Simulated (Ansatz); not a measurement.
Take W in the bcc (W type) structure (space group Im-3m, No. 229; a = 3.1694 Å; relaxed with 0.1 eV smearing) as the base. Axes: x, y, z lie along the cube axes.

Computed with r2SCAN, PAW, 500 eV (Ansatz, a quantum-chemistry and plane-wave program; no SOC), earlier PAW set.

Before the change:

```
Item                             Value
-----------------------------  -------
Shortest interatomic distance  2.745 Å
```

It is then changed as follows: the symmetric strain tensor [0.0082 -0.0005 -0.0047; -0.0005 -0.0078 0.0103; -0.0047 0.0103 -0.0319]; the atoms relax in the strained cell.

Task: How does this affect the energy relative to the base, shortest interatomic distance and stress?

Result: The energy grows by 36 meV/atom; the shortest interatomic distance drops by 0.055 Å, from 2.745 Å to 2.690 Å; the stress (xx, yy, zz, yz, xz, xy; compression positive) is (4.5, 10.0, 19.5, -3.3, 1.5, 0.1) GPa.

Stability against distortions was not tested. All final runs are without spin polarisation.
